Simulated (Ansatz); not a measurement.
Response to strain in HfN

The reference is HfN in the rock salt structure (space group Fm-3m, No. 225; a = 4.502 Å; relaxed with 0.1 eV smearing). Axes: x, y, z lie along the cube axes.

Strains are applied to the cell and any free atomic positions relax; under biaxial strain the out-of-plane vector relaxes too; under stress the whole cell relaxes.

Method: PBEsol, PAW, 420 eV (Ansatz, a program for electronic structure; without spin-orbit coupling).

Notes on the quantities. energy relative to the base: free energy F.

```csv
change,energy relative to the base,shortest interatomic distance
base,0 meV/atom,2.251 Å
"biaxial strain +1.01 %, plane normal [110], relaxed out of plane",+3.9 meV/atom,2.254 Å
isotropic strain −3.79 %,+148 meV/atom,2.166 Å
isotropic strain +1.35 %,+16 meV/atom,2.281 Å
isotropic strain +2.68 %,(withheld),2.311 Å
uniaxial strain ε_yy = +1.82 %,+6.9 meV/atom,2.251 Å
uniaxial strain ε_zz = +3.38 %,+22 meV/atom,2.251 Å
"uniaxial stress, 1 GPa tension along x",+0.1 meV/atom,2.250 Å
"uniaxial stress, 2 GPa tension along x",+0.2 meV/atom,2.250 Å
```

Question: Complete the table.

Answer: 
- isotropic strain +2.68 %, energy relative to the base: +60 meV/atom

A biaxial case was relaxed in a doubled cell and then solved in the primitive one. Stability under load was not tested beyond the relaxation. All final runs are without spin polarisation. An odd electron count without spin: HfN.
